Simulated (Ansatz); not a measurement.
**Si (diamond structure), cut as (111) film, 16 layers, ended by OH**

Cell contents Si16O2H2 (20 atoms). Periodic boundary conditions, with empty space along the open directions.

Level of theory: PBE (plane waves to 420 eV, PAW; Ansatz, a quantum-chemistry and plane-wave program).

k-points: Γ-centred 8×8×1 mesh; occupations: Fermi-Dirac, 0.020 eV; spin polarisation not allowed. Spin-orbit coupling is left out.

 The in-plane lattice is held at the bulk value.

```json
{
  "electronic_character": "not metallic",
  "Kohn-Sham band gap": "0.69 eV",
  "character of the gap on the mesh and a band path of the cell's zone": "indirect (the cell's symmetry is low, so an edge off the path may lie nearer)",
  "k-point of the valence-band top (reciprocal lattice units)": "(0.000, 0.000, 0.000)",
  "k-point of the conduction-band bottom (reciprocal lattice units)": "(0.444, 0.000, 0.000)",
  "depth_of_the_highest_filled_level_under_the_vacuum_level": "4.32 eV",
  "depth_of_the_lowest_empty_level_under_the_vacuum_level": "3.63 eV",
  "weight_of_the_highest_filled_level_on_the_outer_atoms_and_the_ending": "0.26",
  "weight_of_the_lowest_empty_level_on_the_outer_atoms_and_the_ending": "0.03",
  "change_of_bonding_against_the_cut": "none",
  "number of neighbours within 2.841 Å (ending not counted)": "3 for 2 atoms, 4 for 14 atoms",
  "mean Si-Si distance (least to greatest)": "2.368 Å (2.358 to 2.369)",
  "cost_of_relaxation_and_final_run": "around 0.2 core-hours (rough)"
}
```
